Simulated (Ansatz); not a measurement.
CH3 on the 1x1 (0001) surface of hcp Re, one in a 2x2 cell, energies for each (26.7 Å²). Energies are against CH4(g) − ½ H2(g), without zero-point or thermal terms; each row is named by its start.

Method: PBE (plane waves to 420 eV, PAW; Ansatz, a quantum-chemistry and plane-wave program).

Task: Which site binds most strongly?
A. hollow Re-Re-Re over Re at depth 2.1 Å
B. hollow Re-Re-Re
C. top Re

Result: A, hollow Re-Re-Re over Re at depth 2.1 Å. Adsorption energies: hollow Re-Re-Re over Re at depth 2.1 Å 0.09 eV; hollow Re-Re-Re 0.23 eV; top Re 0.87 eV.
